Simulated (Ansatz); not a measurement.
**Effect of pressure −2 GPa on Si**

Consider Si in the diamond structure (space group Fd-3m, No. 227; a = 5.470 Å).

Modification: a negative pressure, −2 GPa.

All numbers come from DFT with PBE, PAW potentials and a 420 eV plane-wave cutoff in Ansatz (a program for electronic structure), scalar-relativistic without spin-orbit coupling, earlier PAW set. Settings: 10×10×10 k-points, 0.05 eV Fermi–Dirac smearing.

```csv
quantity,base,changed,shift
volume per atom,20.46 Å³,20.95 Å³,+0.49 Å³
density,2.28 g/cm³,2.23 g/cm³,-0.05 g/cm³
shortest interatomic distance,2.369 Å,2.387 Å,+0.0187 Å
enthalpy H = E + PV relative to the base's energy,–,-0.26 eV/atom,–
band gap,0.61 eV,0.66 eV,+0.041 eV
gap character,"indirect, Γ → Γ–X (87 % along)","indirect, Γ → Γ–X (87 % along)",–
smallest direct gap,2.55 eV,2.54 eV,-0.01 eV
mean gap deformation potential ΔEg/Δln V,–,+1.8 eV,–
width of the top valence band,3.76 eV,3.66 eV,-0.10 eV
electron mass,"0.94 mₑ along k, 0.20 mₑ across (off the special points)","0.94 mₑ along k, 0.20 mₑ across (off the special points)",–
"hole mass (degenerate bands, along [100])","0.16, 0.27, 0.27 mₑ (at Γ)","0.15, 0.27, 0.27 mₑ (at Γ)",–
"valley order (the lowest conduction-band minima on the path, energy above the VBM, named in the base's zone)","a point along ⟨100⟩, about 1.0 Å⁻¹ from Γ 0.61 eV; L along ⟨111⟩ 1.46 eV","a point along ⟨100⟩, about 1.0 Å⁻¹ from Γ 0.66 eV; L along ⟨111⟩ 1.38 eV",–
```

Final structure:

```
CELL_PARAMETERS angstrom
      0.00000     2.75653     2.75653
      2.75653     0.00000     2.75653
      2.75653     2.75653     0.00000
ATOMIC_POSITIONS crystal
  Si 0.50000 0.50000 0.50000
  Si 0.75000 0.75000 0.75000
```

Load acts through the strain it causes; cell and atoms are relaxed under it. Effective masses come from finite differences of ±0.01 Å⁻¹. Along k means along the line from Γ to the band edge. Whether these cells are dynamically stable was not tested.
